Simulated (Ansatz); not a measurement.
**Pressure series in PtGe**

Start from PtGe (space group Pnma, No. 62; a = 5.819 Å, b = 3.757 Å, c = 6.175 Å).

Cell and atoms are relaxed at each pressure.

Method: plane-wave PAW DFT at the PBE level (Ansatz, a quantum-chemistry and plane-wave program, 420 eV), no SOC.

Notes on the quantities. enthalpy: H = E + PV relative to the base's energy.

| variant | enthalpy | shortest interatomic distance |
|---|---|---|
| base | – | 2.508 Å |
| pressure 1.8 GPa | +0.19 eV/atom | (withheld) |
| pressure 4.2 GPa | +0.44 eV/atom | (withheld) |
| pressure 9 GPa | +0.92 eV/atom | (withheld) |
| pressure 18 GPa | +1.80 eV/atom | (withheld) |

**Question.** Some entries are withheld; estimate them.

**Answer.** 
- pressure 1.8 GPa, shortest interatomic distance: 2.504 Å
- pressure 4.2 GPa, shortest interatomic distance: 2.499 Å
- pressure 9 GPa, shortest interatomic distance: 2.490 Å
- pressure 18 GPa, shortest interatomic distance: 2.473 Å

Load acts through the strain it causes; cell and atoms are relaxed under it. Whether these cells are dynamically stable was not tested. Competing high-pressure phases were not computed. The final runs are not spin-polarised.
